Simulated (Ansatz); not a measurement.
Take TeO$_{2}$ in the fluorite structure (space group Fm-3m, No. 225; a = 5.323 Å; a hypothetical phase, not in the database extracts checked) as the base.

Modification: cell and atoms relaxed at a pressure of 30 GPa.

Levels (all Ansatz, a quantum-chemistry and plane-wave program, PAW, earlier PAW set): PBEsol (420 eV, no spin-orbit coupling); r2SCAN (500 eV, no spin-orbit coupling).

The geometry is relaxed with PBEsol.

- PBEsol smallest direct gap: 2.83 eV
- PBEsol lowest conduction level above the VBM at special points: Γ 1.46 eV; X 1.56 eV; K 3.45 eV; U 3.45 eV
- PBEsol electron mass: 0.59 mₑ along k, 0.25 mₑ across (off the special points)
- PBEsol width of the top valence band: 4.26 eV

With r2SCAN at the same geometry, the smallest direct gap grows by 0.31 eV to 3.14 eV; the lowest conduction level above the VBM at special points changes from Γ 1.46 eV; X 1.56 eV; K 3.45 eV; U 3.45 eV to Γ 1.74 eV; X 1.87 eV; K 3.77 eV; U 3.77 eV; the electron mass changes from 0.59 mₑ along k, 0.25 mₑ across (off the special points) to 0.60 mₑ along k, 0.26 mₑ across (off the special points); the width of the top valence band increases by 0.29 eV (4.26 eV → 4.55 eV).

Single points use the geometry relaxed with PBEsol. Their cutoffs differ, which shifts pressures a little. Spin-orbit coupling, missing from the scalar runs, can matter with Te. Load acts through the strain it causes; cell and atoms are relaxed under it. Effective masses come from finite differences of ±0.01 Å⁻¹. Along k means along the line from Γ to the band edge. No phonon test of stability was made. Competing high-pressure phases were not computed.
